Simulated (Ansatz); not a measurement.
```
CELL_PARAMETERS angstrom
     19.00000     0.00000     0.00000
      0.00000    19.00000     0.00000
      0.00000     0.00000     5.37486
ATOMIC_POSITIONS crystal
  Al 0.70991 0.50000 0.66779
  N  0.69911 0.58247 0.83221
  N  0.71551 0.50000 0.33221
  Al 0.64843 0.64843 0.66779
  N  0.58247 0.69911 0.83221
  Al 0.69393 0.58033 0.16779
  N  0.65239 0.65239 0.33221
  Al 0.50000 0.70991 0.66779
  N  0.41753 0.69911 0.83221
  Al 0.58033 0.69393 0.16779
  N  0.50000 0.71551 0.33221
  Al 0.35157 0.64843 0.66779
  N  0.30089 0.58247 0.83221
  Al 0.41967 0.69393 0.16779
  N  0.34761 0.65239 0.33221
  Al 0.29009 0.50000 0.66779
  N  0.30089 0.41753 0.83221
  Al 0.30607 0.58033 0.16779
  N  0.28449 0.50000 0.33221
  Al 0.35157 0.35157 0.66779
  N  0.41753 0.30089 0.83221
  Al 0.30607 0.41967 0.16779
  N  0.34761 0.34761 0.33221
  Al 0.50000 0.29009 0.66779
  N  0.58247 0.30089 0.83221
  Al 0.41967 0.30607 0.16779
  N  0.50000 0.28449 0.33221
  Al 0.64843 0.35157 0.66779
  N  0.69911 0.41753 0.83221
  Al 0.58033 0.30607 0.16779
  N  0.65239 0.34761 0.33221
  Al 0.69393 0.41967 0.16779
```

These are PBE (plane waves to 420 eV, PAW; Ansatz, a first-principles code) values and carry that method's errors. Mesh 1×1×6. No spin polarisation. It repeats along c; a and b span vacuum. A hypothetical model, rolled from the flat sheet. Symmetry and one short period hold its shape; lower forms weren't sought.

Tabulate the two highest filled and two lowest empty levels along the axis, from the valence top.


| k (2π/c) | v2 (eV) | v1 (eV) | c1 (eV) | c2 (eV) |
|---|---|---|---|---|
| 0.000 | 0.00 | 0.00 | 2.58 | 3.28 |
| 0.042 | 0.00 | 0.00 | 2.60 | 3.29 |
| 0.083 | -0.01 | -0.01 | 2.65 | 3.33 |
| 0.125 | -0.04 | -0.04 | 2.73 | 3.40 |
| 0.167 | -0.06 | -0.06 | 2.84 | 3.49 |
| 0.208 | -0.09 | -0.09 | 2.96 | 3.60 |
| 0.250 | -0.13 | -0.13 | 3.11 | 3.74 |
| 0.292 | -0.18 | -0.18 | 3.26 | 3.88 |
| 0.333 | -0.23 | -0.23 | 3.42 | 4.05 |
| 0.375 | -0.22 | -0.22 | 3.59 | 4.22 |
| 0.417 | -0.22 | -0.22 | 3.77 | 4.40 |
| 0.458 | -0.21 | -0.21 | 3.96 | 4.34 |
| 0.500 | -0.21 | -0.21 | 4.15 | 4.15 |
